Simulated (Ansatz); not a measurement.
# PbTe in the rock salt structure (space group Fm-3m, No. 225)

```cif
data_PbTe
_chemical_formula_sum 'Te1 Pb1'
_space_group_name_H-M_alt 'P 1'
_space_group_IT_number 1
_cell_length_a 4.55516
_cell_length_b 4.55516
_cell_length_c 4.55516
_cell_angle_alpha 60.000
_cell_angle_beta 60.000
_cell_angle_gamma 60.000
loop_
_space_group_symop_operation_xyz
  'x, y, z'
loop_
_atom_site_label
_atom_site_type_symbol
_atom_site_fract_x
_atom_site_fract_y
_atom_site_fract_z
_atom_site_occupancy
Te1 Te 0.00000 0.00000 0.00000 1
Pb1 Pb 0.50000 0.50000 0.50000 1
```

Level of theory: Kohn–Sham DFT with the PBEsol functional, run in Ansatz (a first-principles code) with PAW and 420 eV plane waves, without spin-orbit coupling. Settings: 9×9×9 k-points, 0.05 eV Fermi–Dirac smearing.

| Property | Result |
|---|---|
| Volume per atom | 33.42 Å³ |
| Density | 8.32 g/cm³ |
| Band gap | 0.65 eV, direct at L |
| Electron mass | 0.26 mₑ along k, 0.098 mₑ across |
| Hole mass | 0.38 mₑ along k, 0.073 mₑ across |
| Lowest conduction-band minima above the VBM | L along ⟨111⟩ 0.65 eV; a point along ⟨110⟩, about 0.6 Å⁻¹ from Γ 1.25 eV; a point along ⟨100⟩, about 0.3 Å⁻¹ from Γ 1.70 eV |
| Total energy | -9328.595 eV/atom (σ→0; compares only within this code and set-up) |

With Pb and Te present, leaving out spin-orbit coupling can change the band edges. Effective masses come from finite differences of ±0.01 Å⁻¹. Along k means along the line from Γ to the band edge. Stability against distortions was not tested.
